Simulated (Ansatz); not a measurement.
**A computed series for InSe: response to strain**

The parent structure is InSe in the beta-GaS type structure (space group P6_3/mmc, No. 194; layered, stacked along the Cartesian z axis).

```xyz
8
Lattice="4.0162 0.0000 0.0000 -2.0081 3.4782 0.0000 0.0000 0.0000 16.9265" Properties=species:S:1:pos:R:3 pbc="T T T"
In     0.0000     2.3188    11.3018
In     2.0081     1.1594     2.8386
In     2.0081     1.1594     5.6247
In     0.0000     2.3188    14.0879
Se     0.0000     2.3188     1.5695
Se     2.0081     1.1594    10.0327
Se     2.0081     1.1594    15.3570
Se     0.0000     2.3188     6.8938
```

Cartesian axes are those of the cell as printed.

Strains are applied to the cell and any free atomic positions relax; under biaxial strain the out-of-plane vector relaxes too.

Method: plane-wave PAW DFT at the r2SCAN+rVV10 level (Ansatz, a first-principles code, 500 eV), spin-orbit coupling left out, earlier PAW set.

Candidates:
(a) biaxial strain −1.48 %, plane normal [001], relaxed out of plane
(b) uniaxial strain ε_zz = −3.67 %
(c) biaxial strain +2.47 %, plane normal [001], relaxed out of plane
(d) isotropic strain −3.76 %

For the base:

```
Property   Result
--------  -------
Band gap  0.85 eV
```

Order them by band gap, highest first.

(d) isotropic strain −3.76 % (1.27 eV), (a) biaxial strain −1.48 %, plane normal [001], relaxed out of plane (1.14 eV), (b) uniaxial strain ε_zz = −3.67 % (0.68 eV), (c) biaxial strain +2.47 %, plane normal [001], relaxed out of plane (0.38 eV)

Gaps are read on the SCF mesh and a high-symmetry path. No phonon test of stability was made.
